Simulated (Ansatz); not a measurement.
Fermi-surface figures of metals: Al (Fm-3m) under several functionals (Ansatz, a quantum-chemistry and plane-wave program, without spin-orbit coupling). The PBE cell:

```
CELL_PARAMETERS angstrom
      0.00000     2.02172     2.02172
      2.02172     0.00000     2.02172
      2.02172     2.02172     0.00000
ATOMIC_POSITIONS crystal
  Al 0.00000 0.00000 0.00000
```

```
Functional  cell relaxed with  volume (Å³/atom)  density of states at the Fermi level per atom  Drude plasma energy  root-mean-square Fermi velocity
----------  -----------------  ----------------  ---------------------------------------------  -------------------  -------------------------------
PBE                       PBE             16.53                                 0.41 states/eV              12.5 eV                    15.5 ×10⁵ m/s
PBEsol                 PBEsol             16.22                                 0.41 states/eV              12.4 eV                    15.4 ×10⁵ m/s
```

For the density of states at the Fermi level per atom, PBE gives 0.41 states/eV and PBEsol 0.41 states/eV: the two agree within 2 %.

Metals at this level; values at 300 K, both spins, means over directions. As a rough test of the mesh, the Fermi surface's area from every second k point differs by up to 8 %. Spin-orbit coupling is left out.
